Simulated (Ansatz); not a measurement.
# What uniaxial stress, 8 GPa tension along z does to YRu3Si2

Take YRu$_{3}$Si$_{2}$ (space group P6/mmm, No. 191; a = 5.4923 Å, c = 3.6102 Å; a cell from a computed database, its experimental status unchecked) as the base. Axes: x lies along a and z along c of the hexagonal cell.

The change: uniaxial stress, 8 GPa tension along z, with the cell and atoms free to relax against it.

Level of theory: PBEsol (Ansatz, a quantum-chemistry and plane-wave program), without spin-orbit coupling. Γ-centred 10×10×13 mesh, Fermi–Dirac width 0.05 eV.

```tsv
quantity	base	changed	shift
volume per atom	15.72 Å³	15.88 Å³	+0.16 Å³
space group	P6/mmm (No. 191)	P6/mmm (No. 191)	–
shortest interatomic distance	2.403 Å	2.442 Å	+0.039 Å
energy relative to the base (free energy F)	0 meV/atom	+16 meV/atom	+16 meV/atom
band gap	zero	zero	–
strain response (xx, yy, zz) (rough)	–	(−1.41, −1.41, +3.92) %	–
```

Cost of the whole job for the changed cell (relaxation, final SCF and bands): very roughly 2.4 core-minutes.

Without a gap, meshes like the base's 10×10×13 leave anisotropic stresses uncertain by several tenths of a GPa, and small strain energies with them. Beyond what the load breaks, stability against distortions was not tested. All final runs are without spin polarisation. An odd electron count without spin: YRu3Si2. YRu3Si2 has a high density of states at the Fermi level and may be magnetic at this level.
